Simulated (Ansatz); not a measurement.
The starting structures come from a database of crystals and need not be the phases stable at ambient conditions.

Inside the gap of an insulator the Bloch states are evanescent, with a wavenumber k + iκ along the transport direction.

```
CELL_PARAMETERS angstrom
      6.56268     0.02585    -0.00527
     -2.74309     6.64614     0.06352
     -3.27509     1.31484     5.50649
ATOMIC_POSITIONS crystal
  Nb 0.87512 0.00109 0.74745
  Nb 0.12488 0.99891 0.25255
  S  0.24256 0.86487 0.03897
  S  0.75744 0.13513 0.96103
  S  0.94004 0.68468 0.08779
  S  0.05996 0.31532 0.91221
  Br 0.58236 0.23767 0.33631
  Br 0.41764 0.76233 0.66369
  Br 0.81938 0.76248 0.47233
  Br 0.18062 0.23752 0.52767
```

Space group of this cell: P-1. The cell was relaxed by PBE-D3(BJ); by r2SCAN its mean pressure is 1.2 GPa.

Transport runs along the normal of the first two printed cell vectors.

No gap correction and no spin-orbit coupling; mid-gap values are interpolated between computed energies.

Task: Estimate the band gap and the smallest decay constant κ at mid-gap that r2SCAN (Ansatz, an electronic-structure program) returns for this system.

Result: Gap 1.64 eV on a 6×6×6 mesh; κ = 0.318 1/Å, at (0.333, 0.000) of the in-plane reciprocal vectors. At the zone centre, at the nearest computed energy, the slowest state has κ = 0.38 1/Å.
